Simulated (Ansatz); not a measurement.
# Ag: response to strain

Take Ag in the fcc (Cu type) structure (space group Fm-3m, No. 225; a = 4.148 Å; relaxed with 0.1 eV smearing) as the base.

Strains are applied to the cell and any free atomic positions relax.

The values are results of PBE/PAW in Ansatz (a first-principles code), no spin-orbit coupling, not measurements.

Notes on the quantities. energy relative to the base: free energy F.

```csv
isotropic strain (%),energy relative to the base (meV/atom)
-2.5,32.2
-2,20.1
-1,4.8
-0.5,1.2
0,0.0
0.5,1.1
2,?
2.5,25.3
3,35.6
```

Task: Fit ΔE = Aε² + Bε³ (ε in %) to the rows shown and predict the withheld row.

Result: Least squares on the printed values gives A = 4.60 and B = -0.22 meV/atom (largest residual 0.1 meV/atom); this predicts 16.7 meV/atom, and the run gives 16.6 meV/atom, in agreement.

Stability against distortions was not tested.
